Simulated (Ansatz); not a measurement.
The starting structures come from a database of crystals and need not be the phases stable at ambient conditions.

 Where the default PAW files enter, the runs use the earlier of Ansatz's two default sets.

By LDA and PBEsol, the system below comes out a metal.

```
CELL_PARAMETERS angstrom
      2.95168     0.00000     0.00000
      0.00000     5.89819     0.00000
      1.47584     0.00000     2.55623
ATOMIC_POSITIONS crystal
  Nb 0.00000 0.50000 0.00000
  Nb 0.00000 0.00000 0.00000
  N  0.66667 0.75000 0.66667
  N  0.33333 0.25000 0.33333
```

Space group of this cell: P6_3/mmc, NiAs type. The cell is taken as given; by PBEsol its mean pressure is -13.8 GPa.

The current runs along the normal of the first two printed vectors, the (100) plane. All runs by Ansatz (an electronic-structure program), plane waves and PAW, without spin-orbit coupling; the base is PBEsol.

```csv
run,mean pressure (GPa),"G/A, both spins (10¹⁵ S/m²)"
base,-13.8,0.51
all lengths scaled by 0.98,5.1,?
all lengths scaled by 1.02,-27.8,0.48
lda in place of pbesol,-19.1,0.52
"lengths across the current scaled by 0.98, ions clamped",-1.2,?
"lengths across the current scaled by 1.02, ions clamped",-23.9,0.46
"lengths along the current scaled by 0.97, ions clamped",-5.4,0.48
"lengths along the current scaled by 1.03, ions clamped",-20.6,0.50
```

### Question
Fill in the missing entries.

### Answer

- all lengths scaled by 0.98, G/A, both spins (10¹⁵ S/m²): 0.55
- lengths across the current scaled by 0.98, ions clamped, G/A, both spins (10¹⁵ S/m²): 0.53
